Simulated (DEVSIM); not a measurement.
Device: abrupt GaAs n-p junction, at 300 K.

| layer (left to right) | material | thickness (μm) | Nd (cm⁻³) | Na (cm⁻³) | τn (s) | τp (s) |
|---|---|---|---|---|---|---|
| 1 | GaAs | 0.130 | 1.4e16 | - | 9.8e-9 | 9.8e-9 |
| 2 | GaAs | 0.430 | - | 1.5e16 | 9.8e-9 | 9.8e-9 |

Left contact: ohmic. Right contact: ohmic. Voltage is applied to the left contact. Recombination: SRH at mid-gap, radiative, Auger. Mobility is μmin + (μ − μmin)/(1 + (N/Nref)^α).

The device is made up for the run: typed textbook-type constants, with dimensions and the other settings drawn at random. Values at 300 K.

| parameter | GaAs |
|---|---|
| gap (eV) | 1.424 |
| affinity (eV) | 4.07 |
| permittivity | 12.9 |
| Nc (cm⁻³) | 4.7e17 |
| Nv (cm⁻³) | 9e18 |
| μn (cm²/Vs) | 8500 |
| μp (cm²/Vs) | 400 |
| μn,min | 500 |
| μp,min | 20 |
| Nref,n | 6e16 |
| Nref,p | 1.5e17 |
| αn | 0.39 |
| αp | 0.38 |
| B (cm³/s) | 2e-10 |
| Cn (cm⁶/s) | 1e-30 |
| Cp (cm⁶/s) | 1e-30 |

DEVSIM, 1D drift-diffusion, Boltzmann statistics, complete ionisation; no tunnelling, impact ionisation, image-force lowering or self-heating.

Problem. Tabulate band edges, carrier densities and field at -1.05 V on the left contact.

Solution. Energies count from the Fermi level of the right contact; mesh points crowd at the junctions.

```json
[
 {"x (μm)": "0.000", "Ec (eV)": "1.141", "Ev (eV)": "-0.283", "n (cm⁻³)": "1.4e16", "p (cm⁻³)": "< 1e2", "field (V/cm)": "1200"},
 {"x (μm)": "0.009980", "Ec (eV)": "1.142", "Ev (eV)": "-0.282", "n (cm⁻³)": "1.3e16", "p (cm⁻³)": "2.0e13", "field (V/cm)": "1300"},
 {"x (μm)": "0.02098", "Ec (eV)": "1.144", "Ev (eV)": "-0.280", "n (cm⁻³)": "1.3e16", "p (cm⁻³)": "4.3e13", "field (V/cm)": "1500"},
 {"x (μm)": "0.03633", "Ec (eV)": "1.146", "Ev (eV)": "-0.278", "n (cm⁻³)": "1.1e16", "p (cm⁻³)": "7.9e13", "field (V/cm)": "1900"},
 {"x (μm)": "0.06307", "Ec (eV)": "1.153", "Ev (eV)": "-0.271", "n (cm⁻³)": "8.7e15", "p (cm⁻³)": "1.6e14", "field (V/cm)": "3400"},
 {"x (μm)": "0.08189", "Ec (eV)": "1.161", "Ev (eV)": "-0.263", "n (cm⁻³)": "6.4e15", "p (cm⁻³)": "2.6e14", "field (V/cm)": "5100"},
 {"x (μm)": "0.09964", "Ec (eV)": "1.172", "Ev (eV)": "-0.252", "n (cm⁻³)": "4.2e15", "p (cm⁻³)": "4.5e14", "field (V/cm)": "7400"},
 {"x (μm)": "0.1178", "Ec (eV)": "1.188", "Ev (eV)": "-0.236", "n (cm⁻³)": "2.2e15", "p (cm⁻³)": "8.8e14", "field (V/cm)": "10000"},
 {"x (μm)": "0.1272", "Ec (eV)": "1.198", "Ev (eV)": "-0.226", "n (cm⁻³)": "1.5e15", "p (cm⁻³)": "1.3e15", "field (V/cm)": "12000"},
 {"x (μm)": "0.1366", "Ec (eV)": "1.210", "Ev (eV)": "-0.214", "n (cm⁻³)": "9.6e14", "p (cm⁻³)": "2.1e15", "field (V/cm)": "11000"},
 {"x (μm)": "0.1496", "Ec (eV)": "1.223", "Ev (eV)": "-0.201", "n (cm⁻³)": "5.8e14", "p (cm⁻³)": "3.5e15", "field (V/cm)": "8800"},
 {"x (μm)": "0.1724", "Ec (eV)": "1.239", "Ev (eV)": "-0.185", "n (cm⁻³)": "3.1e14", "p (cm⁻³)": "6.5e15", "field (V/cm)": "5400"},
 {"x (μm)": "0.1991", "Ec (eV)": "1.249", "Ev (eV)": "-0.175", "n (cm⁻³)": "1.9e14", "p (cm⁻³)": "1.0e16", "field (V/cm)": "2800"},
 {"x (μm)": "0.2362", "Ec (eV)": "1.256", "Ev (eV)": "-0.168", "n (cm⁻³)": "1.4e14", "p (cm⁻³)": "1.3e16", "field (V/cm)": "1000"},
 {"x (μm)": "0.3013", "Ec (eV)": "1.259", "Ev (eV)": "-0.165", "n (cm⁻³)": "9.8e13", "p (cm⁻³)": "1.5e16", "field (V/cm)": "130"},
 {"x (μm)": "0.3699", "Ec (eV)": "1.259", "Ev (eV)": "-0.165", "n (cm⁻³)": "7.1e13", "p (cm⁻³)": "1.5e16", "field (V/cm)": "-16"},
 {"x (μm)": "0.4303", "Ec (eV)": "1.259", "Ev (eV)": "-0.165", "n (cm⁻³)": "4.9e13", "p (cm⁻³)": "1.5e16", "field (V/cm)": "-36"},
 {"x (μm)": "0.4697", "Ec (eV)": "1.259", "Ev (eV)": "-0.165", "n (cm⁻³)": "3.4e13", "p (cm⁻³)": "1.5e16", "field (V/cm)": "-39"},
 {"x (μm)": "0.5110", "Ec (eV)": "1.259", "Ev (eV)": "-0.165", "n (cm⁻³)": "1.8e13", "p (cm⁻³)": "1.5e16", "field (V/cm)": "-40"},
 {"x (μm)": "0.5322", "Ec (eV)": "1.259", "Ev (eV)": "-0.165", "n (cm⁻³)": "1.1e13", "p (cm⁻³)": "1.5e16", "field (V/cm)": "-40"},
 {"x (μm)": "0.5460", "Ec (eV)": "1.259", "Ev (eV)": "-0.165", "n (cm⁻³)": "5.3e12", "p (cm⁻³)": "1.5e16", "field (V/cm)": "-40"},
 {"x (μm)": "0.5600", "Ec (eV)": "1.259", "Ev (eV)": "-0.165", "n (cm⁻³)": "< 1e2", "p (cm⁻³)": "1.5e16", "field (V/cm)": "-40"}
]
```
